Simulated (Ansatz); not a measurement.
**Response to strain and stress in hypothetical P6/mmm Rb3As**

Start from Rb3As (space group P6/mmm, No. 191; a = 6.186 Å, c = 6.768 Å; a hypothetical phase, not in the database extracts checked). Axes: x lies along a and z along c of the hexagonal cell.

Strains are applied to the cell and any free atomic positions relax; under stress the whole cell relaxes.

All numbers come from plane-wave PAW DFT at the PBEsol level (Ansatz, a program for electronic structure, 420 eV), spin-orbit coupling left out.

Candidates:
(a) uniaxial stress, 1 GPa compression along z
(b) uniaxial strain ε_zz = −1.29 %
(c) isotropic strain −1.14 %

Notes on the quantities. energy relative to the base: free energy F.

### Question
Order them by energy relative to the base, highest first.

### Answer
(a) uniaxial stress, 1 GPa compression along z (+5.7 meV/atom), (c) isotropic strain −1.14 % (+2.0 meV/atom), (b) uniaxial strain ε_zz = −1.29 % (+0.7 meV/atom)

Beyond what the load breaks, stability against distortions was not tested. All final runs are without spin polarisation.
